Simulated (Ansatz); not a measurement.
Ti under a change: pressure 4.5 GPa

Base system: Ti in the hcp (Mg type) structure (space group P6_3/mmc, No. 194; a = 2.9359 Å, c = 4.6365 Å).

It is then changed as follows: a hydrostatic pressure of 4.5 GPa.

Calculations: DFT with r2SCAN, PAW potentials and a 500 eV plane-wave cutoff in Ansatz (a program for electronic structure), without spin-orbit coupling. Settings: 18×18×10 k-points, 0.05 eV Fermi–Dirac smearing.

The volume per atom decreases by 0.61 Å³ (17.30 Å³ → 16.69 Å³) and the lattice parameter a decreases by 0.035 Å (2.936 Å → 2.901 Å). The c/a ratio is still 1.579 and the shortest interatomic distance decreases by 0.035 Å to 2.837 Å. The enthalpy H = E + PV relative to the base's energy amounts to +0.48 eV/atom and the band gap stays zero.

Load acts through the strain it causes; cell and atoms are relaxed under it. No phonon test of stability was made. All final runs are without spin polarisation.
